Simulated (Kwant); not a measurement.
Model system: quantum point contact (saddle potential) in a In0.53Ga0.47As two-dimensional gas. Effective mass 0.041 mₑ, grid spacing 4.2 nm, hard walls, nominal width 100 nm (23 grid rows, so walls 100.8 nm apart), one parabolic valley, scattering region 300 nm long along x; energies count from the band bottom; Fermi energy 0.043 eV. Potential (V0 + ½k y²) cos²(πx/L) for |x| < L/2, with V0 swept from 0.04515 to 0 eV, k = 4e-05 eV/nm², L = 220 nm.

The device is made up for the run: typed textbook-type constants, with dimensions and the other settings drawn at random.

Kwant, effective-mass tight-binding model on a square grid, one spin, coherent transport at 0 K. Conductance is in e²/h.

Compare with the saddle-point formula G = Σ 1/(1 + exp(−2π(E − V0 − ħωy(n + ½))/ħωx)), taking ħωy = ħ√(k/m) and ħωx from the curvature along x of V0 plus half of the mode's confinement energy.

ħωy = 8.62 meV; at V0 = 36.6 meV the lowest mode has ħωx = 5.42 meV.

```csv
V0 (meV),formula,simulation
42.5,0.016,0.016
36.6,0.92,0.92
30.8,1.31,1.34
24.9,2.01,2.02
19.0,2.96,2.97
13.1,3.41,3.52
```

The formula takes a parabolic saddle in the continuum; the run has the full potential on a grid.
